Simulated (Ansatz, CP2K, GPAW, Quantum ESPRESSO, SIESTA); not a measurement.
One structure in several programs: W (Im-3m, 1 atom in the cell)

Self-consistent single point.

```yaml
crystal:
  lattice:
    - [-1.54587, 1.54587, 1.54587]
    - [1.54587, -1.54587, 1.54587]
    - [1.54587, 1.54587, -1.54587]
  atoms:
    - { symbol: W, position: [0.00000, 0.00000, 0.00000] }
```

All programs got the same cell, k-point mesh and kind of occupations (in Ansatz's words: kpoints.mp_grid.grid = 12 12 12; scf.occupations.method = fermi_dirac; scf.occupations.width = 0.1 eV); potentials, basis and cutoffs are each program's usual ones.

```
code                                                                                                                                model  pressure (GPa)  k-points       cutoff
----------------  -----------------------------------------------------------------------------------------------------------------------  --------------  --------  -----------
CP2K                                                              PBE, GPW, DZVP-MOLOPT-SR-GTH basis, GTH-PBE potentials (GTH_POTENTIALS)           28.91       868  grid 500 Ry
GPAW                                                                                         PBE, GPAW PAW datasets PBE (gpaw-data 1.0.1)           31.34        72       550 eV
Quantum ESPRESSO                                                          PBE, PseudoDojo standard norm-conserving (PBE) pseudopotentials           31.76        72        75 Ry
SIESTA            GGA PBE, numerical atomic orbitals DZP, PseudoDojo PBE standard norm-conserving potentials (rewritten from UPF to PSML)           36.14       948  grid 300 Ry
Ansatz                                                                                                             PBE, default PAW files           31.55        72      default
```

The spread over the programs that give each value: pressure within 7.23 GPa.

The starting cell has typed, rounded lattice constants, without a prior relaxation at this level. Its lattice was rescaled by a random factor within 2.5 % of one. On Ansatz's run: Spin-orbit coupling is off. Spin polarisation is off. In the base run, with a pressure of about 32 GPa the cell is away from its equilibrium volume at this level.

Q: Why do the programs differ, and what cannot be compared?

A: Differences of this kind can come from the potentials, where these differ, and from what each basis and cutoff leave unconverged. The zero of total energies and Fermi levels follows the potentials and each program's conventions, so they are not compared here. CP2K and SIESTA use small atom-centred bases, whose incompleteness enters pressures, forces and empty levels differently from a plane-wave cutoff. Ansatz's pressure is given at a fixed set of plane waves, as the other plane-wave codes print theirs; with its correction for the finite basis it is 31.64 GPa. The programs reduce the same mesh by symmetry to different extents, which changes the work and not the result. In the pressure, CP2K (by 2.65) and SIESTA (by 4.59) lie more than 1 GPa from the median of the plane-wave programs.

Left out of this page: ABINIT (with a known weakness of the program); Elk and FLEUR (not drawn, or without a comparable value).

Ansatz is a quantum-chemistry and plane-wave program.

Keys are those of Ansatz 0.2.
